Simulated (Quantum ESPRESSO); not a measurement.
A self-consistent single point of SrMg6Cd (Amm2, 8 atoms in the cell) with Quantum ESPRESSO.

Method: PBEsol, SSSP 1.1.2 efficiency (PBE) pseudopotentials (plane waves; Quantum ESPRESSO).

```
CELL_PARAMETERS angstrom
      5.24693     0.00000     0.00000
      0.00000     3.34142     5.93863
      0.00000    -3.34142     5.93863
ATOMIC_POSITIONS crystal
  Sr 0.50000 0.16873 0.16873
  Mg 0.50000 0.66262 0.17522
  Mg 0.50000 0.17522 0.66262
  Mg 0.00000 0.81577 0.34291
  Mg 0.00000 0.34291 0.81577
  Mg 0.00000 0.34189 0.34189
  Mg 0.00000 0.83225 0.83225
  Cd 0.50000 0.66061 0.66061
```

Reference input (self-consistent single point, DFT, PBEsol, plane waves, SSSP 1.1.2 efficiency (PBE) pseudopotentials): ecutwfc = 45 Ry; ecutrho = 360 Ry; occupations = smearing; smearing = fermi-dirac; degauss = 0.0073499 Ry; input_dft = pbesol; K_POINTS = automatic 4 3 3 1 1 1; conv_thr = 1e-09 Ry; mixing_beta = 0.3. This run's input differs from it in these lines:

```diff
@@ -12,4 +12,4 @@
    ntyp = 3
-   ecutwfc = 45
-   ecutrho = 360
+   ecutwfc = 58
+   ecutrho = 464
    occupations = 'smearing'
```

The program printed (abridged):

```
     Self-consistent Calculation

     iteration #  1     ecut=    58.00 Ry     beta= 0.30

     Threshold (ethr) on eigenvalues was too large:
     Diagonalizing with lowered threshold

     negative rho (up, down):  6.399E-02 0.000E+00

     total energy              =    -388.33850412 Ry
     estimated scf accuracy    <       0.15123099 Ry

     iteration #  2     ecut=    58.00 Ry     beta= 0.30

     negative rho (up, down):  6.430E-02 0.000E+00

     total energy              =    -388.35880413 Ry
     estimated scf accuracy    <       0.02129596 Ry

     iteration #  3     ecut=    58.00 Ry     beta= 0.30

     negative rho (up, down):  6.489E-02 0.000E+00

     total energy              =    -388.35911713 Ry
     estimated scf accuracy    <       0.00825700 Ry

   [... 7 blocks of this kind left out ...]

     iteration # 11     ecut=    58.00 Ry     beta= 0.30

     negative rho (up, down):  6.543E-02 0.000E+00

     total energy              =    -388.36061332 Ry
     estimated scf accuracy    <          2.0E-09 Ry

     iteration # 12     ecut=    58.00 Ry     beta= 0.30

     negative rho (up, down):  6.543E-02 0.000E+00
     End of self-consistent calculation

     the Fermi energy is     4.7251 ev

!    total energy              =    -388.36061333 Ry
     estimated scf accuracy    <          3.6E-10 Ry
     smearing contrib. (-TS)   =      -0.01067736 Ry
     internal energy E=F+TS    =    -388.34993596 Ry

     convergence has been achieved in  12 iterations

     negative rho (up, down):  6.543E-02 0.000E+00

     Forces acting on atoms (cartesian axes, Ry/au):

     atom    1 type  1   force =     0.00000000    0.00000000    0.00048302
     atom    2 type  2   force =     0.00000000    0.00015119    0.00183273
     atom    3 type  2   force =     0.00000000   -0.00015119    0.00183273
     atom    4 type  2   force =     0.00000000   -0.00056358   -0.00058159
     atom    5 type  2   force =     0.00000000    0.00056358   -0.00058159
   [... lines left out ...]
     Total force =     0.005031     Total SCF correction =     0.000007
   [... lines left out ...]

     negative rho (up, down):  6.543E-02 0.000E+00
          total   stress  (Ry/bohr**3)                   (kbar)     P=      -11.37
  -0.00008364   0.00000000   0.00000000          -12.30        0.00        0.00
   0.00000000  -0.00006957   0.00000000            0.00      -10.23        0.00
   0.00000000   0.00000000  -0.00007872            0.00        0.00      -11.58

   JOB DONE.
```

The run converged in 12 iterations. Against the reference run the free energy drops by 8.4 meV/atom, the pressure goes from -1.29 to -1.14 GPa and the largest force stays at 0.072 eV/Å.

The starting cell comes from a database of computed structures (which also holds hypothetical and non-ambient phases and stackings), without a prior relaxation at this level.

Cost on one core of a shared machine: roughly 3 min.
